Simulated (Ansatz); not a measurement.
**LaPt3Si, response to strain**

The reference is LaPt3Si (space group P4mm, No. 99; a = 4.091 Å, c = 5.462 Å; a cell from a computed database, its experimental status unchecked). Axes: x, y, z lie along a, b, c of the conventional cell.

Strains are applied to the cell and any free atomic positions relax; under stress the whole cell relaxes.

Computed with Kohn–Sham DFT with the PBEsol functional, run in Ansatz (a quantum-chemistry and plane-wave program) with PAW and 420 eV plane waves, spin-orbit coupling left out.

Notes on the quantities. energy relative to the base: free energy F.

```tsv
change	energy relative to the base	volume per atom	space group
base	0 meV/atom	18.29 Å³	P4mm (No. 99)
isotropic strain +0.71 %	+4.2 meV/atom	18.68 Å³	P4mm (No. 99)
uniaxial strain ε_yy = +1.04 %	+1.4 meV/atom	18.48 Å³	Pmm2 (No. 25)
uniaxial stress, 8 GPa compression along x	+24 meV/atom	17.99 Å³	Pmm2 (No. 25)
```

Without a gap, meshes like the base's 11×11×9 leave anisotropic stresses uncertain by several tenths of a GPa, and small strain energies with them. Stability under load was not tested beyond the relaxation. The final runs are not spin-polarised. An odd electron count without spin: LaPt3Si.
